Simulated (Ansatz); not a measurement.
A self-consistent single point of Lu3TlC (P4mm, 5 atoms in the cell) with Ansatz (an electronic-structure program)

Method of the run: LDA (PW92), default PAW files made with PBE (plane waves; Ansatz).

Input:

Ansatz 0.2 input:
```yaml
# Lu3TlC
crystal:
  lattice:
    - [4.73183200, 0.00000000, 0.00000000]
    - [0.00000000, 4.73183200, 0.00000000]
    - [0.00000000, 0.00000000, 4.73183200]
  atoms:
    - { symbol: Lu, position: [0.50000000, 0.00000000, 0.50000000] }
    - { symbol: Lu, position: [0.01056700, 0.50000000, 0.50000000] }
    - { symbol: Lu, position: [0.50000000, 0.50000000, 0.00000000] }
    - { symbol: Tl, position: [0.00000000, 0.00000000, 0.00000000] }
    - { symbol: C, position: [0.50000000, 0.50000000, 0.50000000] }
basis:
  ecutwfc: 420.0 eV
kpoints:
  mp_grid:
    grid: [5, 5, 5]
hamiltonian:
  xc: lda
  pseudopotentials:
    kind: paw
scf:
  occupations:
    method: gaussian
    width: 0.1 eV
output:
  forces: true
  eigenvalues: true
  stress: true
```

Output (repeated stretches shortened):

```
WARN ansatz: RAYON_NUM_THREADS=1 ignored (pool sized by the plan → 1); use --threads N
Pseudopotentials: kind: paw
Pseudopotential: Lu, paw, valence charge 25
Pseudopotential: Tl, paw, valence charge 13
Pseudopotential: C, paw, valence charge 4
Crystal: 5 atoms, lattice volume = 105.947 Å³
Basis set: ecut = 420 eV, 2103 PW (Γ)
Bands: 56, of which v1, the nominal top of the filled ones, is band 46 counted from 1 (45 counted from 0)
Symmetry: 8 space group operations
Space group: P4mm (ITA 99), of the structure as read, at distance tolerance 4.7e-5 Å
k-points: 18 of 125 (time reversal used)
PAW frozen core: Lu, regenerated for the run's functional, and the local potential with it
PAW frozen core: Tl, regenerated for the run's functional, and the local potential with it
PAW frozen core: C, regenerated for the run's functional, and the local potential with it
Initial density: superposition of atomic densities (neutral atoms: chi_scale 0, normalization atom), corrected by the library's trained network
Initial wavefunctions: pseudopotential atomic-orbital guess
Eigensolver: davidson
Functional: x = slater, c = lda
SCF iter   1: F=—  HF=-54871.383654 eV  |F-HF|=—  |Δ(HF+E_count)|=         —  Δρ=5.00e-3  dr2=2.50e-2  ethr=1.77e-3  ⟨swp⟩=7.1  Hψ=4375  notcnv=0
all-band conjugate gradients solve this SCF's bands
preconditioner: auto → Resta (q_TF=auto, 2.665 Å⁻¹)
SCF iter   2: F=—  HF=-54871.370140 eV  |F-HF|=—  |Δ(HF+E_count)|=   1.35e-2  Δρ=2.35e-3  dr2=3.12e-3  ethr=2.71e-5  ⟨swp⟩=3.2  Hψ=2665  notcnv=0  defer=13
SCF iter   3: F=—  HF=-54871.369479 eV  |F-HF|=—  |Δ(HF+E_count)|=   6.62e-4  Δρ=1.45e-3  dr2=1.06e-3  ethr=3.39e-6  ⟨swp⟩=3.3  Hψ=2214  notcnv=0  defer=13
SCF iter   4: F=—  HF=-54871.369229 eV  |F-HF|=—  |Δ(HF+E_count)|=   2.49e-4  Δρ=6.49e-4  dr2=2.81e-4  ethr=1.15e-6  ⟨swp⟩=2.9  Hψ=2319  notcnv=0  defer=13
SCF iter   5: F=—  HF=-54871.369206 eV  |F-HF|=—  |Δ(HF+E_count)|=   2.30e-5  Δρ=1.73e-4  dr2=2.77e-5  ethr=3.05e-7  ⟨swp⟩=2.7  Hψ=1822  notcnv=0  defer=13
SCF iter   6: F=—  HF=-54871.369208 eV  |F-HF|=—  |Δ(HF+E_count)|=   1.83e-6  Δρ=4.52e-5  dr2=2.08e-6  ethr=3.01e-8  ⟨swp⟩=2.5  Hψ=1687  notcnv=0  defer=13
SCF iter   7: F=—  HF=-54871.369208 eV  |F-HF|=—  |Δ(HF+E_count)|=   9.69e-8  Δρ=1.29e-5  dr2=1.81e-7  ethr=2.26e-9  ⟨swp⟩=2.7  Hψ=1981  notcnv=0  defer=13
SCF iter   8: F=—  HF=-54871.369208 eV  |F-HF|=—  |Δ(HF+E_count)|=   1.03e-7  Δρ=8.12e-6  dr2=6.43e-8  ethr=1.09e-10  ⟨swp⟩=13.8  Hψ=7081  notcnv=0
SCF iter   9: F=-54871.369208 eV  HF=-54871.369208 eV  |F-HF|=6.69e-9  |Δ(HF+E_count)|=   4.85e-8  Δρ=2.65e-6  dr2=5.57e-9  ethr=6.99e-11  ⟨swp⟩=6.7  Hψ=5211  notcnv=0
SCF 1 converged in 9 iterations: F = -54871.369208 eV  dr2 = 5.57e-9
SCF converged after 9 iterations
Free energy (F): -54871.369208 eV
Harris-Foulkes:  -54871.369208 eV  (|F-HF|=6.69e-9)
Internal energy: -54871.362370 eV  (E = F + TS)
E sigma→0 (E₀):  -54871.365789 eV
Entropy (-TS):   -0.006838 eV (-1.368 meV/atom)
Fermi energy:    14.274203 eV
--- Per-component energies (eV) ---
  E_band       = 161.552888
  E_kinetic    = 1687.037079
  E_local      = -21032.565912  (includes V_loc(G=0)·N_el)
  E_nonlocal   = 2109.015052
  E_hartree    = 8815.257953
  E_xc         = -927.764347
  E_vxc        = -979.054454  (∫ρ·V_xc dr)
  E_paw        = -31371.363020  (= ΣΔE_a)
  E_vpaw       = 746.603218  (= ΣTr[D̂ρ^β])
  E_aug_tail   = 0.000137  (compensation charges beyond the density's cutoff)
  E_ewald      = -14157.856488
  E_core_change = 6.877176  (= ΣΔE_core)
  E_smearing   = -0.006838  (= −TS)
  E_closure    = -0.000000  (closes the sum)
  Σ components = -54871.369208   (vs F -54871.369208, Δ=0.00e0)
--- Forces (eV/Å), atoms counted from 1 ---
  atom   1  Lu     0.16204551     0.00000000     0.00000000
  atom   2  Lu    -0.49526208     0.00000000     0.00000000
  atom   3  Lu     0.16204551    -0.00000000     0.00000000
  atom   4  Tl     0.02905930     0.00000000     0.00000000
  atom   5  C      0.14211269    -0.00000000     0.00000000
  max |Σ_I F_I| component: 9.26e-7 eV/Å
--- Stress (GPa, compression-positive) ---
       -4.101107      -0.000000       0.000000
       -0.000000      -4.239044       0.000000
        0.000000       0.000000      -4.239044
  P = ⅓ Tr σ = -4.1931 GPa (-41.931 kbar)
  The stress holds the Pulay correction. Without it, at fixed plane waves, as pw.x and ABINIT print it: P = -4.2966 GPa
--- Band table (eV; the first three rows and the last of 18) ---
  k-point 0: bands = ["-41.3434", "-41.2976", "-41.2924", "-12.3022", "-12.3017", "-12.3017", "-12.0631", "-12.0593", "-12.0593", "-11.7833", "-11.7833", "-11.7819", "3.5807", "3.5807", "3.5960", "3.5960", "3.5963", "3.9227", "7.0181", "9.7560", [...]
  k-point 1: bands = ["-41.3393", "-41.3011", "-41.2930", "-12.2777", "-12.2765", "-12.2665", "-12.0749", "-12.0686", "-12.0591", "-11.8362", "-11.8009", "-11.7968", "3.5924", "3.5976", "3.6030", "3.6058", "3.6061", "4.1770", "7.2179", "9.7570", [...]
  k-point 2: bands = ["-41.3294", "-41.3105", "-41.2933", "-12.2253", "-12.2225", "-12.1826", "-12.1003", "-12.0958", "-12.0625", "-11.9459", "-11.8306", "-11.8265", "3.6001", "3.6112", "3.6216", "3.6218", "3.6388", "4.6702", "7.5856", "9.7288", [...]
  k-point 17: bands = ["-41.3155", "-41.3119", "-41.3056", "-12.4128", "-12.2894", "-12.2861", "-12.2855", "-11.9316", "-11.9283", "-11.9209", "-11.7297", "-11.7251", "3.5741", "3.5750", "3.5754", "3.6736", "3.6737", "6.0797", "8.1017", "9.7640", [...]
```

The run converged in 9 iterations.

The starting cell comes from a database of computed structures (which also holds hypothetical and non-ambient phases and stackings), without a prior relaxation at this level. Its lattice was rescaled by up to half a per cent. One atom was moved a little off its site on purpose. Spin-orbit coupling is off. With a pressure of about -4 GPa the cell is away from its equilibrium volume at this level. Ansatz's pressure includes its estimate of the finite-basis (Pulay) stress.
